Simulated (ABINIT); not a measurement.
## Input and output of a self-consistent single point for Lu (P6_3/mmc, 2 atoms in the cell) (ABINIT)

Level of theory: PBE, PAW (JTH v2.0 PBE PAW) (plane waves; ABINIT 10.0.3).

The input file:

```
# Lu, JTH v2.0 PBE PAW
pp_dirpath "./"
pseudos "Lu.GGA_PBE-JTH.xml"
acell 3*1.0
rprim
         3.3070207163   -5.7279279024    0.0000000000
         3.3070207163    5.7279279024    0.0000000000
         0.0000000000    0.0000000000   10.4879799917
natom 2
ntypat 1
znucl 71
typat 1 1
xcart
         3.3070207163    1.9093093008    2.6219949979
         3.3070207163   -1.9093093008    7.8659849938
ecut 653 eV
pawecutdg 1306 eV
pawxcdev 0
occopt 7
tsmear 0.00734986
nband 33
kptopt 1
ngkpt 10 10 6
nshiftk 1
shiftk 0 0 0
nstep 100
toldfe 1.0e-09
prtwf 0
prtden 0
prtvol 1
```

Output, abridged:

```
 Symmetries : space group P6_3/m m c (#194); Bravais hP (primitive hexag.)

 -outvars: echo values of preprocessed input variables --------
            acell      1.0000000000E+00  1.0000000000E+00  1.0000000000E+00 Bohr
             ecut      2.39973095E+01 Hartree
              ixc     -101130
         kptrlatt       10    0    0      0   10    0      0    0    6
          kptrlen      6.29278800E+01
            natom           2
            nband          33
            ngfft          30      30      48
          ngfftdg          45      45      72
             nkpt          56
            nstep         100
             nsym          24
           ntypat           1
           occopt           7
        pawecutdg      4.79946190E+01 Hartree
         pawxcdev           0
            rprim      3.3070207163E+00 -5.7279279024E+00  0.0000000000E+00
                       3.3070207163E+00  5.7279279024E+00  0.0000000000E+00
                       0.0000000000E+00  0.0000000000E+00  1.0487979992E+01
          spgroup         194
           toldfe      1.00000000E-09 Hartree
           tsmear      7.34986000E-03 Hartree
            typat      1  1
           useylm           1
             xred      3.3333333333E-01  6.6666666667E-01  2.5000000000E-01
                       6.6666666667E-01  3.3333333333E-01  7.5000000000E-01
            znucl       71.00000

== DATASET  1 ==================================================================

 Real(R)+Recip(G) space primitive vectors, cartesian coordinates (Bohr,Bohr^-1):
 R(1)=  3.3070207 -5.7279279  0.0000000  G(1)=  0.1511935 -0.0872916  0.0000000
 R(2)=  3.3070207  5.7279279  0.0000000  G(2)=  0.1511935  0.0872916  0.0000000
 R(3)=  0.0000000  0.0000000 10.4879800  G(3)=  0.0000000  0.0000000  0.0953472
 Unit cell volume ucvol=  3.9733453E+02 bohr^3
 Angles (23,13,12)=  9.00000000E+01  9.00000000E+01  1.20000000E+02 degrees

 Coarse grid specifications (used for wave-functions):

 getcut: wavevector=  0.0000  0.0000  0.0000  ngfft=  30  30  48
         ecut(hartree)=     23.997   => boxcut(ratio)=   2.05840

 Fine grid specifications (used for densities):

 getcut: wavevector=  0.0000  0.0000  0.0000  ngfft=  45  45  72
         ecut(hartree)=     47.995   => boxcut(ratio)=   2.13316

   7.46275055E+03                                ecore*ucvol(ha*bohr**3)

 newkpt: prtvol=0 or 1, do not print more k-points.
_setup2: Arith. and geom. avg. npw (full set) are    2230.322    2230.314

--- !BeginCycle
solver: {iscf: 17, nstep: 100, nline: 4, wfoptalg: 10, }
tolerances: {toldfe: 1.00E-09, }
...

     iter   Etot(hartree)      deltaE(h)  residm     nres2
 ETOT  1  -544.95243383333    -5.450E+02 2.448E+01 1.882E+02
 ETOT  2  -555.21736798279    -1.026E+01 1.489E+00 1.922E+01
 ETOT  3  -555.27881978725    -6.145E-02 1.272E+00 5.562E+01
 ETOT  4  -555.26092933770     1.789E-02 1.374E+00 2.722E+01
 ETOT  5  -555.28312583469    -2.220E-02 1.655E-01 3.738E-01
 ETOT  6  -555.25304973312     3.008E-02 1.302E-01 2.119E-01
   [... 11 lines left out ...]
 ETOT 18  -555.25343637887    -2.386E-08 5.798E-04 2.866E-06
 ETOT 19  -555.25343636363     1.524E-08 5.413E-04 1.951E-07
 ETOT 20  -555.25343636760    -3.974E-09 4.389E-04 9.183E-09
 ETOT 21  -555.25343636774    -1.368E-10 5.013E-04 7.872E-09
 ETOT 22  -555.25343636770     3.831E-11 3.683E-04 2.700E-10

 At SCF step   22, etot is converged :
  for the second time, diff in etot=  3.831E-11 < toldfe=  1.000E-09

 Cartesian components of stress tensor (hartree/bohr^3)
  sigma(1 1)=  2.28427483E-05  sigma(3 2)=  0.00000000E+00
  sigma(2 2)=  2.28427469E-05  sigma(3 1)=  0.00000000E+00
  sigma(3 3)=  5.34746481E-05  sigma(2 1)=  0.00000000E+00

 ----iterations are completed or convergence reached----

 reduced coordinates (array xred) for    2 atoms
       0.333333333333      0.666666666667      0.250000000000
       0.666666666667      0.333333333333      0.750000000000
 cartesian forces (eV/Angstrom) at end:
    1     -0.00000000000000    -0.00000000000000    -0.00000000000000
    2      0.00000000000000     0.00000000000000     0.00000000000000
 frms,max,avg= 9.1517616E-27 1.2560675E-26   0.000E+00  0.000E+00  0.000E+00 e/A
 length scales=  1.000000000000  1.000000000000  1.000000000000 bohr
              =  0.529177208590  0.529177208590  0.529177208590 angstroms
 Fermi (or HOMO) energy (hartree) =   0.21932   Average Vxc (hartree)=  -0.36402
 Eigenvalues (hartree) for nkpt=  56  k points:
 kpt#   1, nband= 33, wtk=  0.00167, kpt=  0.0000  0.0000  0.0000 (reduced coord)
  -1.84577   -1.84462   -0.77696   -0.76188   -0.76188   -0.75912   -0.75912   -0.75835
   0.00051    0.03976    0.03995    0.04024    0.04117    0.04117    0.04142    0.04142
   0.04175    0.04175    0.04200    0.04297    0.04297    0.04359    0.04373    0.13211
   0.23444    0.30275    0.30275    0.31286    0.32842    0.32842    0.35109    0.35109
   0.43293
      occupation numbers for kpt#   1
   2.00000    2.00000    2.00000    2.00000    2.00000    2.00000    2.00000    2.00000
   2.00000    2.00000    2.00000    2.00000    2.00000    2.00000    2.00000    2.00000
   2.00000    2.00000    2.00000    2.00000    2.00000    2.00000    2.00000    2.00000
   0.00362    0.00000    0.00000    0.00000    0.00000    0.00000    0.00000    0.00000
   0.00000
 prteigrs : prtvol=0 or 1, do not print more k-points.

--- !EnergyTerms
comment             : Components of total free energy in Hartree
kinetic             :  2.85450889443904E+01
hartree             :  1.35564071497709E+02
xc                  : -1.11522386313132E+01
Ewald energy        : -3.09316967568757E+02
psp_core            :  1.87820339312679E+01
local_psp           : -3.29846511269697E+02
spherical_terms     : -8.78262468892868E+01
internal            : -5.55250769985687E+02
'-kT*entropy'       : -2.67271653454513E-03
total_energy        : -5.55253442702222E+02
total_energy_eV     : -1.51092145689567E+04
...

-Cartesian components of stress tensor (GPa)         [Pressure= -9.7246E-01 GPa]
- sigma(1 1)=  6.72056746E-01  sigma(3 2)=  0.00000000E+00
- sigma(2 2)=  6.72056704E-01  sigma(3 1)=  0.00000000E+00
- sigma(3 3)=  1.57327820E+00  sigma(2 1)=  0.00000000E+00

 Calculation completed.
```

The run converged in 22 iterations.

The starting cell has typed, rounded lattice constants, without a prior relaxation at this level.

Cost on one core of a shared machine: roughly 7 min.
